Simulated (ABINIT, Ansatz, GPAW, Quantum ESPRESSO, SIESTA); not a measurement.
CoAl (Pm-3m, 2 atoms in the cell) computed with different codes at matched settings

Self-consistent single point.

```yaml
crystal:
  lattice:
    - [2.90690, 0.00000, 0.00000]
    - [0.00000, 2.90690, 0.00000]
    - [0.00000, 0.00000, 2.90690]
  atoms:
    - { symbol: Al, position: [0.50000, 0.50000, 0.50000] }
    - { symbol: Co, position: [0.00000, 0.00000, 0.00000] }
```

Shared settings, as Ansatz (a quantum-chemistry and plane-wave program) writes them: kpoints.mp_grid.grid = 4 4 4; scf.occupations.method = fermi_dirac; scf.occupations.width = 0.05 eV. Potentials and cutoffs stand in the table.

```csv
code,model,pressure (GPa),cutoff
SIESTA,"GGA PBE, numerical atomic orbitals DZP, PseudoDojo PBE standard norm-conserving potentials (rewritten from UPF to PSML)",-8.57,grid 350 Ry
GPAW,"PBE, GPAW PAW datasets PBE (gpaw-data 1.0.1)",-6.98,800 eV
ABINIT,"PBE, PAW (JTH v2.0 PBE PAW)",-7.80,30 Ha
Ansatz,"PBE, default PAW files",-7.74,420 eV
Quantum ESPRESSO,"PBE, SSSP 1.1.2 efficiency (PBE) pseudopotentials",-8.02,50 Ry
```

On Ansatz's run: spin polarisation is off.

The spread over the programs that give each value: pressure within 1.59 GPa.

SIESTA uses small atom-centred bases, whose incompleteness enters pressures, forces and empty levels differently from a plane-wave cutoff. Ansatz's pressure is given at a fixed set of plane waves, as the other plane-wave codes print theirs; with its correction for the finite basis it is -7.65 GPa.

On the base mesh (15 15 15) the same programs gave: Ansatz pressure -9.17 GPa; Quantum ESPRESSO pressure -9.43 GPa; ABINIT pressure -9.21 GPa; GPAW pressure -8.38 GPa; SIESTA pressure -10.01 GPa.

The values differ from the base mesh's, so the mesh still matters here: the table compares the programs at equal settings.

The starting cell has typed, rounded lattice constants, without a prior relaxation at this level. Its lattice was rescaled by a random factor within 2.5 % of one.

Left out of this page: Elk and FLEUR (not drawn, or without a comparable value).

Keys are those of Ansatz 0.2.
